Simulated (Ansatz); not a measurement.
# KF: energy against strain

KF (rock salt, Fm-3m, 18.681 Å³/atom at rest, cube axes along x, y and z) under a strain ε along a cube axis (axis z), the other axes held. PBEsol in Ansatz, a plane-wave DFT program (PAW, default set), 420 eV, 11×11×11 Γ-centred mesh, Fermi-Dirac smearing 0.05 eV; ions are relaxed within the symmetry of each cell.

Here s stands for strain and y for E less E0.

| strain (%) | E less E0 (meV/atom) |
|---|---|
| -3.00 | ? |
| -1.50 | 0.99 |
| -1.00 | 0.44 |
| -0.50 | 0.12 |
| 0.00 | 0.00 |
| 0.50 | 0.12 |
| 1.00 | 0.41 |
| 1.50 | 0.87 |

Taking a parabola for y over the 7 complete rows: Least squares gives y = 0.013 - 0.0300·s + 0.4086·s². Residuals (row less fit): 0.013, -0.012, -0.010, -0.013, 0.020, 0.018, -0.017; standard error 0.020 (degrees of freedom: 4). Twice the quadratic coefficient over the volume, 2 × 0.4086 meV × 10⁴ × 0.1602 / 18.681 Å³, is the elastic constant C11 = 70 ± 1.5 GPa.

Question: What does the fit predict for y at s = -3.00, and how far is the calculated value from it?

Answer: y = 0.013 - 0.0300 × (-3.0) + 0.4086 × (-3.0)² = 3.780 meV/atom. The calculation gives 4.24 meV/atom, 0.460 meV/atom above the prediction (10.8 % of the range of y in the table). The row lies outside the fitted rows, so this is an extrapolation. From the scatter of the fitted rows alone, a prediction at this place has a standard error of 0.076 meV/atom, so the miss is 6.1 times that.

One order more, fitted to all 13 runs of the series, follows each within 0.01, so the miss is the next term of a smooth law. Rows are the converged runs of the series near zero and its far end; series whose fitted rows scatter by over a few per cent of the range, as at a crossing or softening among them, aren't shown in this form. Most that stay on the fit to the last digits aren't either.
